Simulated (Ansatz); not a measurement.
Input and output of a self-consistent single point for a (001) slab of Mg (cut from a parent of space group no. 166; 9 atoms in the cell) (Ansatz, a first-principles code).

Method: PBEsol, default PAW files made with PBE (plane waves; Ansatz).

```
Mg
1.0
    3.17583     0.00000     0.00000
   -1.58792     2.75035     0.00000
    0.00000     0.00000    34.48470
Mg
9
Direct
  0.00000   0.00000   0.72261
  0.33333   0.66667   0.64821
  0.00000   0.00000   0.57440
  0.66667   0.33333   0.27739
  0.00000   0.00000   0.20299
  0.66667   0.33333   0.79701
  0.33333   0.66667   0.50000
  0.66667   0.33333   0.42560
  0.33333   0.66667   0.35178
```

Reference input (self-consistent single point, DFT, PBEsol, plane waves, default PAW files made with PBE): basis.ecutwfc = 420 eV; kpoints.mp_grid.grid = 9 9 1; hamiltonian.xc = pbesol; hamiltonian.pseudopotentials = {kind: paw} (the program's default PAW files); scf.occupations.method = gaussian; scf.occupations.width = 0.1 eV. This run's input differs from it in these lines:

Ansatz 0.2 input:
```diff
@@ -20,3 +20,3 @@
   mp_grid:
-    grid: [9, 9, 1]
+    grid: [10, 10, 1]
 hamiltonian:
```

The program printed (abridged):

```
SCF iter   1: F=—  HF=-17207.734527 eV  |F-HF|=—  |Δ(HF+E_count)|=         —  Δρ=1.74e-3  dr2=1.17e-2  ethr=1.77e-3  ⟨swp⟩=12.1  Hψ=3700  notcnv=0  defer=5
all-band conjugate gradients solve this SCF's bands
preconditioner: auto → LDOS
SCF iter   2: F=—  HF=-17207.736853 eV  |F-HF|=—  |Δ(HF+E_count)|=   2.33e-3  Δρ=9.81e-4  dr2=1.16e-2  ethr=1.30e-5  ⟨swp⟩=2.3  Hψ=1550  notcnv=0  defer=11
   [... lines left out ...]
SCF iter   5: F=—  HF=-17207.735139 eV  |F-HF|=—  |Δ(HF+E_count)|=   3.27e-5  Δρ=4.13e-5  dr2=1.41e-4  ethr=9.68e-7  ⟨swp⟩=1.0  Hψ=725  notcnv=0  defer=11
SCF iter   6: F=—  HF=-17207.735134 eV  |F-HF|=—  |Δ(HF+E_count)|=   4.88e-6  Δρ=8.80e-6  dr2=8.02e-6  ethr=1.56e-7  ⟨swp⟩=1.7  Hψ=740  notcnv=0  defer=11
SCF iter   7: F=—  HF=-17207.735124 eV  |F-HF|=—  |Δ(HF+E_count)|=   1.06e-5  Δρ=1.20e-6  dr2=6.99e-8  ethr=1.11e-10  ⟨swp⟩=13.1  Hψ=3353  notcnv=0
SCF iter   8: F=-17207.735124 eV  HF=-17207.735124 eV  |F-HF|=3.27e-10  |Δ(HF+E_count)|=   1.57e-9  Δρ=2.66e-7  dr2=7.16e-10  ethr=7.76e-11  ⟨swp⟩=3.2  Hψ=2185  notcnv=0
SCF 1 converged in 8 iterations: F = -17207.735124 eV  dr2 = 7.16e-10
Free energy (F): -17207.735124 eV
Internal energy: -17207.712133 eV  (E = F + TS)
E sigma→0 (E₀):  -17207.723628 eV
Entropy (-TS):   -0.022991 eV (-2.555 meV/atom)
Fermi energy:    2.759912 eV
--- Forces (eV/Å), atoms counted from 1 ---
  atom   1  Mg     0.00000000    -0.00000000    -0.00578071
  atom   2  Mg     0.00000000    -0.00000000    -0.04561252
  atom   3  Mg    -0.00000000     0.00000000    -0.01232979
  atom   4  Mg     0.00000000     0.00000000     0.00578071
  atom   5  Mg    -0.00000000    -0.00000000    -0.08690233
  atom   6  Mg     0.00000000     0.00000000     0.08690233
  atom   7  Mg     0.00000000     0.00000000     0.00000000
  atom   8  Mg     0.00000000    -0.00000000     0.01232979
  atom   9  Mg     0.00000000     0.00000000     0.04561252
--- Stress (GPa, compression-positive) ---
       -0.404648       0.000000       0.000000
        0.000000      -0.404648       0.000000
        0.000000       0.000000       0.618113
  P = ⅓ Tr σ = -0.0637 GPa (-0.637 kbar)
  The stress holds the Pulay correction. Without it, at fixed plane waves, as pw.x and ABINIT print it: P = -0.0653 GPa
```

The run converged in 8 iterations. Against the reference run the free energy drops by 2.6 meV/atom and the largest force moves little (0.086 to 0.087 eV/Å).

The starting cell comes from a database of computed structures (which also holds hypothetical and non-ambient phases and stackings), without a prior relaxation at this level. The slab is cut from that crystal, and its faces are unrelaxed. Its lattice was rescaled by up to half a per cent.
